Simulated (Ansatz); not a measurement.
**Bulk modulus B0 of Hf (Im-3m, No. 229, 1 atoms in the cell; start COD 1522789; high-temperature phase) at several levels of theory**

No measured value is used here.

Q: Put these levels in order of the bulk modulus B0 that they give for Hf (Im-3m, No. 229, 1 atoms in the cell; start COD 1522789; high-temperature phase), smallest first: LDA (Ansatz, a first-principles code), PBEsol (Ansatz), r²SCAN (Ansatz).

A: r²SCAN (101 GPa), PBEsol (107 GPa), LDA (115 GPa)

Unless a cell is named, each level is at its own relaxed cell (LDA 20.42, PBEsol 21.26, r²SCAN 22.17 Å³/atom).

Density-functional levels without +SOC have no spin–orbit coupling. PBEsol, r²SCAN, LDA: the bulk modulus is −V dP/dV from two relaxed cells at ±2 % in volume. PBEsol, r²SCAN, LDA: the relaxation could not lower the start's symmetry, so the cell can be a saddle point above a distorted one. Each level is taken at its own relaxed cell. Cutoffs differ between the levels. Ansatz's density-functional and Hartree–Fock values are scalar-relativistic unless marked +SOC, with PAW data made under PBE.
